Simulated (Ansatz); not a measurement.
The starting structures come from a database of crystals and need not be the phases stable at ambient conditions.

Evanescent states of N2 (P6_3/mmc, not sure to be the ambient phase, 4 atoms a cell, 23.4 Å³ an atom) along the normal of (111)

Level of theory: r2SCAN (plane waves, PAW; Ansatz, a first-principles code).

The gap is the functional's own. No spin-orbit coupling. Mid-gap values are interpolated on the energy grid.

Energies count from the valence-band top; κ is the least over a 6×4 mesh across the current.

```
E (eV)  κ (1/Å)  where
------  -------  -----
0.17      0.542  off Γ
0.53      0.807  off Γ
0.88      0.915  off Γ
1.23      0.912  off Γ
1.57      0.916  off Γ
1.93      0.922  off Γ
2.27      0.929  off Γ
2.62      0.934  off Γ
2.98      0.938  off Γ
3.33      0.940  off Γ
3.67      0.937      Γ
4.03      0.933      Γ
4.38      0.927      Γ
4.72      0.899  off Γ
5.08      0.865  off Γ
5.42      0.828  off Γ
5.78      0.782  off Γ
6.12      0.727  off Γ
6.47      0.663  off Γ
6.83      0.584  off Γ
7.17      0.483  off Γ
7.53      0.332  off Γ
```

How thick must the barrier be to attenuate the transmission by 10^4 when the electrodes' Fermi level lies at 1.57 eV, and what attenuation does that film give at 0.88 eV?

d = 4 ln 10 / (2 × 0.916) = 5.0 Å. At 0.88 eV it gives 4 × 0.915/0.916 = 4.0 decades.
